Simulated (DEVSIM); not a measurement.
Structure: Schottky contact on n-type Si, at 300 K.

Layer 1 from the left is Si, thickness (μm) 0.560, Nd (cm⁻³) 2.8e16, τn (s) 6.8e-5, τp (s) 6.8e-5.

Left contact: Schottky, work function 4.75 eV, emission velocity 8.1e6 cm/s. Right contact: ohmic. Voltage is applied to the left contact. Recombination: SRH at mid-gap, radiative, Auger. Mobility is μmin + (μ − μmin)/(1 + (N/Nref)^α).

The device is made up for the run: typed textbook-type constants, with dimensions and the other settings drawn at random. Values at 300 K.

Si: gap (eV) 1.124, affinity (eV) 4.05, permittivity 11.7, Nc (cm⁻³) 2.86e19, Nv (cm⁻³) 3.1e19, μn (cm²/Vs) 1417, μp (cm²/Vs) 470, μn,min 52, μp,min 45, Nref,n 9.7e16, Nref,p 2.2e17, αn 0.68, αp 0.72, B (cm³/s) 4.7e-15, Cn (cm⁶/s) 2.8e-31, Cp (cm⁶/s) 9.9e-32.

Question: Estimate by hand the built-in potential, the peak field at zero bias, the capacitance at -1.5 V, and compare with a numerical solution.

Answer: 
- Built-in potential: barrier φB = 0.700 eV; Vbi = φB − kT/q ln(N_band/N) = 0.521 V; numerical 0.521 V.
- Peak field at zero bias: depletion approximation: W = √(2εVbi/(qN)) = 0.155 μm with N = 2.80e16 cm⁻³; field = 2Vbi/W = 67200 V/cm; numerical 65300 V/cm (estimate above by 2.9 %).
- Capacitance at -1.5 V: C = √(qεN / 2(Vbi + |V|)) = 33.9 nF/cm²; numerical 34.1 nF/cm² (estimate below by 0.62 %).

DEVSIM, 1D drift-diffusion, Boltzmann statistics, complete ionisation; no tunnelling, impact ionisation, image-force lowering or self-heating. Metal contacts follow the ideal Schottky-Mott rule: no Fermi-level pinning, no interface dipoles.
